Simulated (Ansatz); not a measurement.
The starting structures come from a database of crystals and need not be the phases stable at ambient conditions.

Inside the gap of an insulator the Bloch states are evanescent, with a wavenumber k + iκ along the transport direction.

Data:

```
LiNa3WO5
1.0
    7.07782     0.00000     0.00000
   -0.42251     7.66265     0.00000
   -3.21320     1.63991     4.43756
Na Li W O
6 2 2 10
Direct
  0.04850   0.59640   0.75100
  0.95150   0.40360   0.24900
  0.44620   0.38700   0.76900
  0.55380   0.61300   0.23100
  0.74520   0.98950   0.26490
  0.25480   0.01050   0.73510
  0.35990   0.15520   0.24590
  0.64010   0.84480   0.75410
  0.15960   0.79670   0.26100
  0.84040   0.20330   0.73900
  0.22830   0.57260   0.24040
  0.77170   0.42740   0.75960
  0.94740   0.92760   0.79670
  0.05260   0.07240   0.20330
  0.42140   0.89320   0.26630
  0.57860   0.10680   0.73370
  0.66570   0.27220   0.31200
  0.33430   0.72780   0.68800
  0.87940   0.72610   0.22970
  0.12060   0.27390   0.77030
```

Space group of this cell: P-1. The cell is taken as given; by r2SCAN its mean pressure is -7.8 GPa.

Transport runs along the normal of the first two printed cell vectors.

The gap is the functional's own. No spin-orbit coupling. Mid-gap values are interpolated on the energy grid.

Give the band gap and the smallest decay constant κ at mid-gap that r2SCAN (Ansatz, a program for electronic structure) yields.

Gap 3.66 eV on a 6×4×8 mesh; κ = 0.492 1/Å, at the zone centre.
